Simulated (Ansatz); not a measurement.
Base system: Au in the fcc (Cu type) structure (space group Fm-3m, No. 225; a = 4.083 Å; relaxed with 0.1 eV smearing). Axes: x, y, z lie along the cube axes.

The values are results of Ansatz (a program for electronic structure), PBEsol, PAW, cutoff 420 eV, scalar-relativistic without spin-orbit coupling, earlier PAW set, not measurements.

The change: the cell is stretched by 0.55 % along z with no lateral relaxation; the atoms relax in the strained cell.

Problem. What happens to the stress?

Solution. The stress (xx, yy, zz, yz, xz, xy; compression positive) is (-0.9, -0.9, -1.1, 0.0, 0.0, 0.0) GPa.

Problem. What happens to the energy relative to the base?

Solution. The energy goes up by 0.3 meV/atom.

Whether these cells are dynamically stable was not tested.
